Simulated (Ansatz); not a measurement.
CdS: response to strain

Take CdS in the wurtzite structure (space group P6_3mc, No. 186; a = 4.0741 Å, c = 6.6367 Å) as the base.

Strains are applied to the cell and any free atomic positions relax.

All numbers come from Kohn–Sham DFT with the LDA functional, run in Ansatz (a quantum-chemistry and plane-wave program) with PAW and 420 eV plane waves, no spin-orbit coupling.

Notes on the quantities. pressure: mean of the normal stresses, compression positive.

| isotropic strain (%) | pressure (GPa) |
|---|---|
| -3 | 7.6 |
| -2.4 | 5.8 |
| -1.8 | 4.2 |
| -1.2 | ? |
| -0.6 | 1.3 |
| 0 | 0.0 |

Problem. Fit P = P₀ − Bδ + Cδ² with δ = (1 + ε)³ − 1 to the rows shown and predict the withheld row.

Solution. Least squares on the printed values gives P₀ = 0.0 GPa, B = 66.7 GPa (at held cell shape), C = 229 GPa (largest residual 0.0 GPa); this predicts 2.7 GPa, and the run gives 2.7 GPa, in agreement.

Stability against distortions was not tested.
